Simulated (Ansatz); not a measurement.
Candidates (primitive cells; geometry: cell and atoms relaxed with PBE):
A. monolayer SnS₂, a = 3.7014 Å, b = 3.7014 Å, c = 18.9363 Å, α = 90.00°, β = 90.00°, γ = 120.00°
B. monolayer ZrS2, a = b = 3.6855 Å, c = 18.9473 Å, α = β = 90.00°, γ = 120.00°
C. monolayer As, a = 3.605 Å, b = 3.605 Å, c = 17.273 Å, α = 90.00°, β = 90.00°, γ = 120.00°
D. monolayer SnO, a = 3.849 Å, b = 3.849 Å, c = 18.225 Å, α = 90.00°, β = 90.00°, γ = 90.00°

Order them by electron conductivity mass (highest first) at the level PBE, rigid bands (Ansatz, a program for electronic structure).

D (0.93 mₑ), B (0.53 mₑ), A (0.40 mₑ), C (0.23 mₑ)

Masses are for dilute carriers at 300 K, harmonic means over directions unless an axis is named. Spin-orbit coupling is left out.

Model free-standing layer, not matched to a measured one here: monolayer ZrS2.
